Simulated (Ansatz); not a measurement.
Take a 16-atom supercell of ZnSnP2 in the chalcopyrite structure (space group I-42d, No. 122; a = 5.7023 Å, c = 11.4355 Å) at its relaxed geometry as the base.

Calculations: Ansatz (an electronic-structure program) PBE, no spin-orbit coupling.

Base values:

- Mean distance from the defect site to its nearest host atoms = 255 pm
- Pressure = 0.0 GPa

Now apply this change: one Sn atom is replaced by P, atoms relaxed at fixed cell, starting from a slightly rattled geometry.

Tabulated Pauling electronegativity and covalent radius: Sn 1.96, 1.39 Å; P 2.19, 1.07 Å.

Problem. What does the calculation give for the largest displacement of a host atom from its site in the perfect cell after the change?

Solution. The largest displacement of a host atom from its site in the perfect cell comes out as 0.20 Å.

Problem. What happens to the mean distance from the defect site to its nearest host atoms?

Solution. The mean distance from the defect site to its nearest host atoms decreases by 18 pm to 237 pm.

Problem. What does the calculation give for the pressure after the change?

Solution. The pressure goes from zero to -2.1 GPa.

The magnetic state is the one reached from the starting moments; the real material's order can differ, and small cells can't hold many antiferromagnetic ones. In so small a cell the defect repeats every few ångströms: this is an ordered compound, not a dilute defect. The mesh was chosen for an insulator and is coarse for the gapless case. Starting moments died away, wholly or in part, for P on a Sn site (antisite); another magnetic solution may exist. The defect cell is spin-polarised and ends with 0.0 μB.
